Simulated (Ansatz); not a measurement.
Start from Be in the hcp (Mg type) structure (space group P6_3/mmc, No. 194; relaxed with 0.1 eV smearing).

```yaml
crystal:
  lattice:
    - [2.26274, 0.00000, 0.00000]
    - [-1.13137, 1.95959, 0.00000]
    - [0.00000, 0.00000, 3.56641]
  atoms:
    - { symbol: Be, position: [0.66667, 0.33333, 0.75000] }
    - { symbol: Be, position: [0.33333, 0.66667, 0.25000] }
```

The values are results of Ansatz (an electronic-structure program), PBE, PAW, cutoff 420 eV, scalar-relativistic without spin-orbit coupling, not measurements.

For the base:

- Pressure: 0.0 GPa
- Band gap: zero

Now apply this change: an isotropic linear strain of −3.00 %, atoms relaxed at fixed cell.

What does the calculation give for the pressure after the change?

The pressure (mean of the normal stresses, compression positive) goes from zero to 13.1 GPa.

What does the calculation give for the energy relative to the base after the change?

The energy goes up by 26 meV/atom.

Predict the new band gap.

The band gap remains zero.

Whether these cells are dynamically stable was not tested.
